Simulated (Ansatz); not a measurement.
# HgS (model structure, started from the PtS type, P4₂/mmc, No. 131, 4 atoms in the cell): properties by level of theory

```
level (code)         equilibrium lattice constant a (Å)  c axis length (Å)
-------------------  ----------------------------------  -----------------
PBE (Ansatz)                                      3.971              7.059
PBEsol (Ansatz)                                   3.865              6.961
PBE-D3(BJ) (Ansatz)                               3.881              7.044
```

Ansatz's density-functional and Hartree–Fock values are scalar-relativistic unless marked +SOC, with PAW data made under PBE.

Static lattice: no zero-point or thermal effects.

A model structure was made by putting elements into a prototype or built by hand; it is no filed structure, need not be a known phase, and can be a saddle point held by its symmetry.

Ansatz is a quantum-chemistry and plane-wave program.
